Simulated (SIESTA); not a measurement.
A self-consistent single point of InAs (F-43m, 2 atoms in the cell) with SIESTA

Method: LDA PW92, numerical atomic orbitals TZP, PseudoDojo LDA standard norm-conserving potentials (rewritten from UPF to PSML) (SIESTA).

Input:

```
# files in the folder: In.psml As.psml (PseudoDojo LDA standard)
SystemName  InAs
SystemLabel inas

NumberOfAtoms                2
NumberOfSpecies              2
%block ChemicalSpeciesLabel
  1 49 In
  2 33 As
%endblock ChemicalSpeciesLabel
LatticeConstant              1.0 Ang
%block LatticeVectors
     0.000000000    3.020910000    3.020910000
     3.020910000    0.000000000    3.020910000
     3.020910000    3.020910000    0.000000000
%endblock LatticeVectors
AtomicCoordinatesFormat      Bohr
%block AtomicCoordinatesAndAtomicSpecies
     0.000000000    0.000000000    0.000000000  1
     2.854346274    2.854346274    2.854346274  2
%endblock AtomicCoordinatesAndAtomicSpecies

XC.functional                LDA
XC.authors                   PW92
PAO.BasisSize                TZP
PAO.EnergyShift              0.01 Ry
MeshCutoff                   300 Ry
%block kgrid.MonkhorstPack
    6   0   0  0.0
    0   6   0  0.0
    0   0   6  0.0
%endblock kgrid.MonkhorstPack
OccupationFunction           FD
ElectronicTemperature        50.0 meV

MaxSCFIterations             150
SCF.Mixer.Method             Pulay
SCF.Mixer.Weight             0.1
SCF.Mixer.History            6
SCF.DM.Tolerance             1.0E-04
Diag.ParallelOverK           true
WriteForces                  true
Charge.Mulliken              end
```

The program printed (abridged):

```
reinit: Reading from file input.fdf

reinit: System Name: InAs
reinit: System Label: inas

coor:   Atomic-coordinates input format  =     Cartesian coordinates
coor:                                            (in Bohr units)

siesta: Atomic coordinates (Bohr) and species
siesta:      0.00000   0.00000   0.00000  1        1
siesta:      2.85435   2.85435   2.85435  2        2

siesta: System type = bulk

initatomlists: Number of atoms, orbitals, and projectors:      2    44    36

siesta: ******************** Simulation parameters ****************************
redata: Spin configuration                          = none
redata: Time-Reversal Symmetry                      = T
redata: Number of Atomic Species                    =        2
redata: Mesh Cutoff                                 =   300.0000 Ry
redata: Net charge of the system                    =     0.0000 |e|
redata: Min. number of SCF Iter                     =        0
redata: Max. number of SCF Iter                     =      150
redata: SCF convergence failure will abort job
redata: SCF mix quantity                            = Hamiltonian
redata: Mix DM or H after convergence               =   F
redata: Recompute H after scf cycle                 =   F
redata: Mix DM in first SCF step                    =   T
redata: No kicks to SCF
redata: DM Mixing Weight for Kicks                  =     0.5000
redata: Require Harris convergence for SCF          =   F
redata: Harris energy tolerance for SCF             =     0.000100 eV
redata: Require DM convergence for SCF              =   T
redata: DM tolerance for SCF                        =     0.000100
redata: Require EDM convergence for SCF             =   F
redata: EDM tolerance for SCF                       =     0.001000 eV
redata: Require H convergence for SCF               =   T
redata: Hamiltonian tolerance for SCF               =     0.001000 eV
   [... lines left out ...]
diag: Parallel distribution                         =     1 x     1
diag: Used triangular part                          = Lower
diag: Absolute tolerance                            =  0.100E-15
diag: Orthogonalization factor                      =  0.100E-05
diag: Memory factor                                 =  1.0000

superc: Internal auxiliary supercell:     5 x     5 x     5  =     125
superc: Number of atoms, orbitals, and projectors:    250   5500   4500

                        Single-point calculation

superc: Internal auxiliary supercell:     5 x     5 x     5  =     125
superc: Number of atoms, orbitals, and projectors:    250   5500   4500

outcell: Unit cell vectors (Ang):
        0.000000    3.020910    3.020910
        3.020910    0.000000    3.020910
        3.020910    3.020910    0.000000

outcell: Cell vector modules (Ang)   :    4.272212    4.272212    4.272212
outcell: Cell angles (23,13,12) (deg):     60.0000     60.0000     60.0000
outcell: Cell volume (Ang**3)        :     55.1370
new_DM -- step:     1
Initializing Density Matrix...

Attempting to read DM from file... Failed...
DM filled with atomic data:

InitMesh: MESH = 40 x 40 x 40 = 64000
InitMesh: Mesh cutoff (required, used) =   300.000   363.419 Ry

stepf: Fermi-Dirac step function
        iscf     Eharris(eV)        E_KS(eV)     FreeEng(eV)     dDmax    Ef(eV) dHmax(eV)
   scf:    1    -4684.598301    -4684.487178    -4684.487871  1.584209 -4.138511  4.467351
   scf:    2    -4684.776616    -4684.635885    -4684.636847  0.043390 -4.155346  3.671165
   scf:    3    -4685.061794    -4684.900898    -4684.901826  0.114513 -4.143818  0.874186
   scf:    4    -4684.915934    -4684.911786    -4684.912711  0.052241 -4.260207  0.355540
   scf:    5    -4684.913789    -4684.912821    -4684.913747  0.003204 -4.257112  0.258846
   scf:    6    -4684.914656    -4684.913968    -4684.914895  0.008398 -4.232188  0.008911
   scf:    7    -4684.913970    -4684.913969    -4684.914896  0.000423 -4.233489  0.003424
   scf:    8    -4684.913970    -4684.913969    -4684.914896  0.000176 -4.233562  0.000558
   scf:    9    -4684.913969    -4684.913969    -4684.914896  0.000017 -4.233588  0.000130
SCF Convergence by DM+H criterion
max |DM_out - DM_in|         :     0.0000168854
max |H_out - H_in|      (eV) :     0.0001300559
SCF cycle converged after 9 iterations

Using DM_out to compute the final energy and forces

siesta: E_KS(eV) =            -4684.9140

siesta: E_KS - E_eggbox =     -4684.9140

siesta: Atomic forces (eV/Ang):
     1    0.000000    0.000000    0.000000
     2    0.000000    0.000000    0.000000
   Tot    0.000000    0.000000    0.000000
   Max    0.000000
   Res    0.000000    sqrt( Sum f_i^2 / 3N )
   Max    0.000000    constrained

Stress tensor Voigt[x,y,z,yz,xz,xy] (kbar):        2.94        2.94        2.94       -0.00       -0.00       -0.00
(Free)E + p*V (eV/cell)    -4685.0162
Target enthalpy (eV/cell)    -4684.9149

siesta: Program's energy decomposition (eV):
siesta: Ebs     =      -652.012070
siesta: Eions   =      5244.322484
siesta: Ena     =       292.073949
siesta: Ekin    =      3206.576904
siesta: Enl     =     -1785.489425
siesta: Eso     =         0.000000
siesta: Edftu   =         0.000000
siesta: DEna    =        19.103640
siesta: DUscf   =         0.522358
siesta: DUext   =         0.000000
siesta: Ex      =     -1082.789315
siesta: Ec      =       -90.589598
siesta: Exc     =     -1173.378913
siesta: Eharris =     -4684.913969
siesta: Etot    =     -4684.913969
siesta: FreeEng =     -4684.914896

siesta: Stress tensor (static) (eV/Ang**3):
siesta:     0.001837   -0.000000   -0.000000
siesta:    -0.000000    0.001837   -0.000000
siesta:    -0.000000   -0.000000    0.001837

siesta: Cell volume =         55.137028 Ang**3

siesta: Pressure (static):
siesta:                Solid            Molecule  Units
siesta:          -0.00002000         -0.00002000  Ry/Bohr**3
siesta:          -0.00183671         -0.00183672  eV/Ang**3
siesta:          -2.94273643         -2.94274259  kBar

mulliken: Atomic and Orbital Populations:

Species: In
Atom  Qatom  Qorb
               5s      5s      5s      5py     5pz     5px     5py     5pz
               5px     5py     5pz     5px     4dxy    4dyz    4dz2    4dxz
               4dx2-y2 5dxy    5dyz    5dz2    5dxz    5dx2-y2
   1 13.458   0.725  -0.261   0.730   0.509   0.509   0.509   0.112   0.112
              0.112   0.008   0.008   0.008   1.984   1.984   1.985   1.984

              1.985   0.098   0.098   0.080   0.098   0.080

Species: As
Atom  Qatom  Qorb
               4s      4s      4s      4py     4pz     4px     4py     4pz
               4px     4py     4pz     4px     3dxy    3dyz    3dz2    3dxz
               3dx2-y2 4dxy    4dyz    4dz2    4dxz    4dx2-y2
   2 14.542   1.136  -0.017   0.404   0.285   0.285   0.285   0.098   0.098
              0.098   0.560   0.560   0.560   2.003   2.003   2.005   2.003

              2.005   0.036   0.036   0.031   0.036   0.031

mulliken: Qtot =       28.000

Mulliken Atomic Populations:
Atom #   charge [q] valence [e]  Species
     1    -0.457782   13.457782  In
     2     0.457782   14.542218  As
 Total    -0.000000
```

The run converged in 9 iterations.

The starting cell has typed, rounded lattice constants, without a prior relaxation at this level. Its lattice was rescaled by up to half a per cent. Values carry the incompleteness of an atom-centred basis. The run gives no clean gap (levels at the Fermi energy touch, overlap or are partly filled at this smearing), which alone does not show that the compound is a metal.

Cost on one core of a shared machine: roughly 40 s.
